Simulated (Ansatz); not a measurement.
## BN, pressure series

Consider BN in the wurtzite structure (space group P6_3mc, No. 186).

```xyz
4
Lattice="2.5545 0.0000 0.0000 -1.2773 2.2123 0.0000 0.0000 0.0000 4.2246" Properties=species:S:1:pos:R:3 pbc="T T T"
B      1.2773     0.7374     4.2242
B      0.0000     1.4749     2.1119
N      1.2773     0.7374     2.6416
N      0.0000     1.4749     0.5293
```

Cell and atoms are relaxed at each pressure.

The values are results of PBE (Ansatz, a quantum-chemistry and plane-wave program), no spin-orbit coupling, not measurements.

Notes on the quantities. enthalpy: H = E + PV relative to the base's energy.

| change | volume per atom | enthalpy | band gap |
|---|---|---|---|
| base | 5.97 Å³ | – | 5.23 eV |
| pressure −2 GPa | 6.00 Å³ | -0.07 eV/atom | 5.24 eV |
| pressure −1 GPa | 5.98 Å³ | -0.04 eV/atom | 5.23 eV |
| pressure 0.9 GPa | 5.95 Å³ | +0.03 eV/atom | 5.22 eV |
| pressure 2.1 GPa | 5.94 Å³ | +0.08 eV/atom | 5.22 eV |
| pressure 4.5 GPa | 5.90 Å³ | +0.17 eV/atom | 5.20 eV |
| pressure 9 GPa | 5.83 Å³ | +0.33 eV/atom | 5.18 eV |
| pressure 15 GPa | 5.75 Å³ | +0.55 eV/atom | 5.15 eV |
| pressure 22.5 GPa | 5.65 Å³ | +0.81 eV/atom | 5.11 eV |
| pressure 30 GPa | 5.56 Å³ | +1.08 eV/atom | 5.07 eV |

Load acts through the strain it causes; cell and atoms are relaxed under it. Whether these cells are dynamically stable was not tested. No other phases were tried under pressure.
